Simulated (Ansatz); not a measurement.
**Response to strain in BeS**

Start from BeS in the zinc blende structure (space group F-43m, No. 216; a = 4.8686 Å). Axes: x, y, z lie along the cube axes.

Strains are applied to the cell and any free atomic positions relax.

Calculations: Ansatz (a quantum-chemistry and plane-wave program) r2SCAN, without spin-orbit coupling.

Notes on the quantities. energy relative to the base: free energy F.

| uniaxial strain ε_zz (%) | energy relative to the base (meV/atom) |
|---|---|
| -3 | 6.8 |
| -2.5 | 4.7 |
| -2 | ? |
| -1.5 | 1.7 |
| -1 | 0.7 |
| -0.5 | 0.2 |
| 0 | 0.0 |

Task: Fit ΔE = Aε² + Bε³ (ε in %) to the rows shown and predict the withheld row.

Result: Least squares on the printed values gives A = 0.735 and B = -0.0069 meV/atom (largest residual 0.0 meV/atom); this predicts 3.0 meV/atom, and the run gives 3.0 meV/atom, in agreement.

Whether these cells are dynamically stable was not tested.
